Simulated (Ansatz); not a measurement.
Take La2O3 (space group P-3m1, No. 164; a = 3.940 Å, c = 6.188 Å) as the base.

Levels (all Ansatz, a quantum-chemistry and plane-wave program, PAW, earlier PAW set): PBE (420 eV, scalar-relativistic without spin-orbit coupling); r2SCAN (500 eV, scalar-relativistic without spin-orbit coupling); HSE06 (420 eV, scalar-relativistic without spin-orbit coupling); PBE+SOC (600 eV, noncollinear with spin-orbit coupling).

One geometry, relaxed with PBE, under each level:

```csv
level,band gap,lowest conduction level above the VBM at special points,pressure
PBE,3.83 eV,M 3.83 eV; K 3.86 eV; H 4.21 eV; Γ 4.23 eV,0.01 GPa
r2SCAN,4.23 eV,M 4.27 eV; K 4.23 eV; H 4.62 eV; Γ 4.71 eV,-1.33 GPa
HSE06,5.29 eV,M 5.37 eV; K 5.29 eV; H 5.85 eV; Γ 6.00 eV,–
PBE+SOC,3.82 eV,M 3.82 eV; K 3.85 eV; H 4.20 eV; Γ 4.22 eV,–
```

Single points use the geometry relaxed with PBE. Their cutoffs differ, which shifts pressures a little. HSE06 gaps are upper bounds (no full band path). The spin-orbit shifts are approximate. Stability against distortions was not tested.
